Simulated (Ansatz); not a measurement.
Consider Mo₅Si₃ (space group I4/mcm, No. 140; a = 9.604 Å, c = 4.872 Å).

Computed with plane-wave PAW DFT at the PBEsol level (Ansatz, a quantum-chemistry and plane-wave program, 420 eV), no SOC.

Base values:

```
Quantity      Result
--------  ----------
Density   8.34 g/cm³
```

Now apply this change: a hydrostatic pressure of 10 GPa.

### Question
What happens to the density?

### Answer
The density grows by 0.306 g/cm³, from 8.34 g/cm³ to 8.64 g/cm³.

Load acts through the strain it causes; cell and atoms are relaxed under it. Stability against distortions was not tested. No other phases were tried under pressure. All final runs are without spin polarisation.
